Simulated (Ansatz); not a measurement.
**Carrier properties of NaCl under load (space group Fm-3m)**

Input:

```
NaCl
1.0
    0.00000     2.54155     2.54155
    2.54155     0.00000     2.54155
    2.54155     2.54155     0.00000
Na Cl
1 1
Direct
  0.00000   0.00000   0.00000
  0.50000   0.50000   0.50000
```

Calculation: PBEsol, rigid bands (plane waves, PAW, scalar-relativistic; Ansatz, an electronic-structure program). Condition of this run: hydrostatic pressure 15 GPa (the target of the relaxation). Cell: cell and atoms relaxed with PBEsol, then loaded as said.

The band gap comes out as 6.40 eV. The electron conductivity mass (300 K, dilute) is 0.38 mₑ and the hole conductivity mass (300 K, dilute) is 2.1 mₑ. The effective density of states N_c (300 K) is 6.0e18 cm⁻³. The effective density of states N_v (300 K) is 2.6e20 cm⁻³, the density-of-states mass, electrons is 0.38 mₑ and the density-of-states mass, holes comes out as 4.8 mₑ. The Seebeck coefficient, n-type 1e19 cm⁻³, 300 K is -179 μV/K and the best n-type power factor at 300 K for τ = 10 fs (best axis; densities from 1e16 to 1e21 cm⁻³ tried, whether or not they can be reached) comes out as 2.5 μW/(cm·K²) at 3e19 cm⁻³. The Seebeck coefficient, p-type 1e19 cm⁻³, 300 K is 492 μV/K.

Rigid bands; masses and Seebeck coefficients take one relaxation time τ for all states and one kind of carrier; polarons and phonon drag are left out. Spin-orbit coupling is left out; where it splits the top of the valence band, N_v and the p-type Seebeck coefficient come out somewhat high without it.
